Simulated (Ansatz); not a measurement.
For CsCl-type PdIn, PBE-D4 (Ansatz, an electronic-structure program, plane waves, PAW) gives:

```
Quantity                                Result
------------------------------  --------------
equilibrium lattice constant a         3.268 Å
bulk modulus B0                        126 GPa
enthalpy of formation           -0.538 eV/atom
```

Q: What does HSE06-D3(BJ) in Ansatz (plane waves, PAW) give for the same quantities?

A: 
- lattice constant a: 3.213 Å (decreases by 1.7 %)
- bulk modulus: 154 GPa (grows by 22 %)
- formation enthalpy: -0.794 eV/atom (moves by -0.256 eV/atom)

Changes are worked out from the printed values.

Unless a cell is named, each level is at its own relaxed cell (PBE-D4 17.44, HSE06-D3(BJ) 16.58 Å³/atom).

Levels without +SOC leave out spin–orbit coupling, which shifts energies and cells of such heavy elements.

The crystal itself was run without spin with PBE-D4, HSE06-D3(BJ); a magnetic state was not tried in these runs.

Ansatz's density-functional and Hartree–Fock values are scalar-relativistic unless marked +SOC, with PAW data made under PBE.
